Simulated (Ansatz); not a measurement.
The reference is YN in the rock salt structure (space group Fm-3m, No. 225).

```yaml
crystal:
  lattice:
    - [0.00000, 2.44784, 2.44784]
    - [2.44784, 0.00000, 2.44784]
    - [2.44784, 2.44784, 0.00000]
  atoms:
    - { symbol: Y, position: [0.00000, 0.00000, 0.00000] }
    - { symbol: N, position: [0.50000, 0.50000, 0.50000] }
```

All numbers come from plane-wave PAW DFT at the r2SCAN level (Ansatz, an electronic-structure program, 500 eV), no spin-orbit coupling.

Before the change:

```
Item                     Value
-------------  ---------------
Band gap               0.58 eV
Gap character  indirect, Γ → X
```

The change: every lattice vector is shortened by 2.50 %, atoms relaxed at fixed cell.

Question: What happens to the band gap?

Answer: The band gap drops by 0.14 eV to 0.44 eV.

Question: Predict the new gap character.

Answer: The gap character stays indirect, Γ → X.

The cells carry an imposed strain or load. No phonon test of stability was made.
